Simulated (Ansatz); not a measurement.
Hypothetical R-3m Ga2O3: isotropic strain +2.92 %

The reference is Ga₂O₃ (space group R-3m, No. 166; a = 2.988 Å, c = 22.852 Å (hexagonal axes); a hypothetical phase, not in the database extracts checked).

Perturbation: an isotropic linear strain of +2.92 %, atoms relaxed at fixed cell.

Level of theory: DFT with PBEsol, PAW potentials and a 420 eV plane-wave cutoff in Ansatz (a program for electronic structure), scalar-relativistic without spin-orbit coupling. k-mesh 13×13×13 (Γ-centred); smearing 0.05 eV (Fermi–Dirac).

| quantity | base | changed | shift |
|---|---|---|---|
| volume per atom | 11.78 Å³ | 12.84 Å³ | +1.06 Å³ |
| space group | R-3m (No. 166) | R-3m (No. 166) | – |
| shortest interatomic distance | 1.876 Å | 1.906 Å | +0.030 Å |
| energy relative to the base (free energy F) | 0 meV/atom | +25 meV/atom | +25 meV/atom |
| band gap | 2.85 eV | 2.40 eV | -0.45 eV |
| smallest direct gap | 2.90 eV | 2.50 eV | -0.40 eV |
| electron mass | 0.51 mₑ along c, 0.29 mₑ across (at Γ) | 0.61 mₑ along c, 0.27 mₑ across (at Γ) | – |
| largest internal atomic displacement | – | 0.120 Å | – |

Cost of the whole job for the changed cell (relaxation, final SCF and bands): roughly 4 core-minutes.

Masses are band curvatures over ±0.01 Å⁻¹ around the edge. No phonon test of stability was made.
